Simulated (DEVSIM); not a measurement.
Structure: Mo/SiO2/p-Si capacitor, at 250 K.

| layer (left to right) | material | thickness (nm) | Na (cm⁻³) |
|---|---|---|---|
| 1 | SiO2 | 6.20 | - |
| 2 | Si | 9200 | 3.9e15 |

Metal gate on the left, work function 4.6 eV. Fixed charge at the semiconductor interface 1e11 cm⁻² (in units of +e); interface traps 4.5e11 cm⁻² eV⁻¹, uniform in energy, neutral level at 0.5 of the gap above the valence band.

Constants are typed, rounded textbook-type inputs, not results; the design itself was drawn at random and stands for no fabricated device. Values at 300 K; Nc and Nv go as T^1.5, mobilities as T to minus their exponent, the gap by Varshni's rule with the affinity fixed.

```csv
parameter,SiO2,Si
gap (eV),9,1.124
affinity (eV),0.9,4.05
permittivity,3.9,11.7
Nc (cm⁻³),-,2.86e19
Nv (cm⁻³),-,3.1e19
Varshni α (eV/K),-,0.000473
Varshni β (K),-,636
```

Simulated with DEVSIM: 1D Poisson equation in equilibrium, Boltzmann statistics, complete ionisation; no quantum confinement or tunnelling. Metal contacts follow the ideal Schottky-Mott rule: no Fermi-level pinning, no interface dipoles.

The gate work function was swept, all else fixed.

| gate work function (eV) | flat-band voltage (V) | threshold voltage (band bending 2φF) (V) |
|---|---|---|
| 4.3 | -0.78 | 0.14 |
| 4.45 | -0.63 | 0.29 |
| 4.6 | -0.48 | 0.44 |
| 4.75 | -0.33 | 0.59 |
| 4.9 | -0.18 | 0.74 |

From the first row to the last the flat-band voltage goes from -0.78 to -0.18. From the first row to the last the threshold voltage (band bending 2φF) goes from 0.14 to 0.74.
